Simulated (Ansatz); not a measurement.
Start from InPd in the CsCl type structure (space group Pm-3m, No. 221; a = 3.3063 Å; relaxed with 0.1 eV smearing).

All numbers come from PBE in Ansatz (plane waves to 420 eV, PAW, without spin-orbit coupling).

Strains are applied to the cell and any free atomic positions relax.

One change was made to it. Results:

The energy increases by 1.4 meV/atom; the pressure goes from zero to -1.6 GPa.

Task: Name the change that was made.
A. isotropic strain +0.50 %
B. isotropic strain +2.50 %
C. isotropic strain −0.50 %
D. isotropic strain +1.00 %

Result: A, isotropic strain +0.50 %. For comparison, the pressure in the other runs: isotropic strain −0.50 % gives 1.7 GPa; isotropic strain +2.50 % gives -6.6 GPa; isotropic strain +1.00 % gives -3.0 GPa.

Stability against distortions was not tested. The final runs are not spin-polarised.

Ansatz is a program for electronic structure.
